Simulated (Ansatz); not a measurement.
The parent structure is KTaO₃ in the cubic perovskite structure (space group Pm-3m, No. 221; a = 3.985 Å).

Structures relaxed with PBEsol (Ansatz, a quantum-chemistry and plane-wave program, PAW, no spin-orbit coupling).

Base:

Simulated powder pattern, Cu Kα, λ = 1.54184 Å (kinematic, ideal powder, no thermal factors, no anomalous dispersion; the 8 strongest lines at most, above 2 %, up to 2θ = 90°):

```csv
2θ (°),I/Imax (%),hkl
22.31,69,(100)
31.75,100,(110)
45.52,32,(200)
51.26,32,(210)
56.57,40,(211)
66.34,19,(220)
70.95,16,(221)
75.43,18,(310)
```

Now apply this change: an isotropic linear strain of +3.00 %, atoms relaxed at fixed cell.

Problem. How do the reflections move or split?

Solution. 
Simulated powder pattern, Cu Kα, λ = 1.54184 Å (kinematic, ideal powder, no thermal factors, no anomalous dispersion; the 8 strongest lines at most, above 2 %, up to 2θ = 90°):

| 2θ (°) | I/Imax (%) | hkl |
|---|---|---|
| 21.65 | 68 | (100) |
| 30.81 | 100 | (110) |
| 44.12 | 32 | (200) |
| 49.66 | 33 | (210) |
| 54.78 | 41 | (211) |
| 64.17 | 20 | (220) |
| 72.87 | 18 | (310) |
| 89.29 | 22 | (321) |

The indices refer to the base's conventional cell; one index is shown for lines that coincide.

No phonon test of stability was made.
